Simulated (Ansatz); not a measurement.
Consider TiO$_{2}$ in the anatase structure (space group I4_1/amd, No. 141; a = 3.770 Å, c = 9.552 Å). Axes: x, y, z lie along a, b, c of the conventional cell.

Method: plane-wave PAW DFT at the PBEsol level (Ansatz, a quantum-chemistry and plane-wave program, 420 eV), no SOC.

Strains are applied to the cell and any free atomic positions relax.

One change was made to it. Results:

The band gap shrinks by 0.05 eV (2.11 eV → 2.06 eV); the smallest direct gap decreases by 0.076 eV (2.44 eV → 2.37 eV); the energy goes up by 6.7 meV/atom.

Q: Name the change that was made.
A) uniaxial strain ε_xx = +0.60 %
B) uniaxial strain ε_xx = +3.00 %
C) uniaxial strain ε_xx = +1.20 %
D) uniaxial strain ε_xx = +2.40 %

A: D, uniaxial strain ε_xx = +2.40 %. For comparison, the energy relative to the base in the other runs: uniaxial strain ε_xx = +1.20 % gives +1.7 meV/atom; uniaxial strain ε_xx = +3.00 % gives +10 meV/atom; uniaxial strain ε_xx = +0.60 % gives +0.4 meV/atom.

Whether these cells are dynamically stable was not tested. The final runs are not spin-polarised.
